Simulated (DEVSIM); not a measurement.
Device: TaN/Si3N4/n-Si capacitor, at 300 K.

```tsv
layer (left to right)	material	thickness (nm)	Nd (cm⁻³)
1	Si3N4	30.0	-
2	Si	6200	8.6e15
```

Metal gate on the left, work function 4.4 eV. Fixed charge at the semiconductor interface -4.65e11 cm⁻² (in units of +e); interface traps 1.1e12 cm⁻² eV⁻¹, uniform in energy, neutral level at 0.5 of the gap above the valence band.

The device is made up for the run: typed textbook-type constants, with dimensions and the other settings drawn at random. Values at 300 K.

```tsv
parameter	Si3N4	Si
gap (eV)	5.1	1.124
affinity (eV)	2.1	4.05
permittivity	7.5	11.7
Nc (cm⁻³)	-	2.86e19
Nv (cm⁻³)	-	3.1e19
```

Model (solved in DEVSIM): 1D Poisson equation in equilibrium, Boltzmann statistics, complete ionisation; no quantum confinement or tunnelling. Metal contacts follow the ideal Schottky-Mott rule: no Fermi-level pinning, no interface dipoles.

Question: Tabulate band edges, carrier densities and field at 3.2 V on the gate.

Answer: Energies count from the Fermi level of the right contact; mesh points crowd at the junctions.

| x (μm) | Ec (eV) | Ev (eV) | n (cm⁻³) | p (cm⁻³) | field (V/cm) |
|---|---|---|---|---|---|
| 0.000 | -0.900 | -6.000 | < 1e2 | < 1e2 | 950000 |
| 0.001669 | -0.741 | -5.841 | < 1e2 | < 1e2 | 950000 |
| 0.005764 | -0.351 | -5.451 | < 1e2 | < 1e2 | 950000 |
| 0.01500 | 0.528 | -4.572 | < 1e2 | < 1e2 | 950000 |
| 0.02614 | 1.588 | -3.512 | < 1e2 | < 1e2 | 950000 |
| 0.02906 | 1.865 | -3.235 | < 1e2 | < 1e2 | 950000 |
| 0.03041 | 0.020 | -1.104 | 1.3e19 | < 1e2 | 320000 |
| 0.03436 | 0.084 | -1.040 | 1.1e18 | 100 | 92000 |
| 0.04261 | 0.130 | -0.994 | 1.9e17 | 610 | 35000 |
| 0.06441 | 0.172 | -0.952 | 3.7e16 | 3200 | 11000 |
| 0.1177 | 0.200 | -0.924 | 1.2e16 | 9400 | 2300 |
| 0.3400 | 0.210 | -0.914 | 8.6e15 | 13000 | 13 |
| 0.8058 | 0.210 | -0.914 | 8.6e15 | 14000 | ≈ 0 |
| 1.969 | 0.210 | -0.914 | 8.6e15 | 14000 | ≈ 0 |
| 4.809 | 0.210 | -0.914 | 8.6e15 | 14000 | ≈ 0 |
| 5.662 | 0.210 | -0.914 | 8.6e15 | 14000 | ≈ 0 |
| 6.011 | 0.210 | -0.914 | 8.6e15 | 14000 | ≈ 0 |
| 6.143 | 0.210 | -0.914 | 8.6e15 | 14000 | ≈ 0 |
| 6.206 | 0.210 | -0.914 | 8.6e15 | 14000 | ≈ 0 |
| 6.221 | 0.210 | -0.914 | 8.6e15 | 14000 | ≈ 0 |
| 6.227 | 0.210 | -0.914 | 8.6e15 | 14000 | ≈ 0 |
| 6.230 | 0.210 | -0.914 | 8.6e15 | 14000 | ≈ 0 |
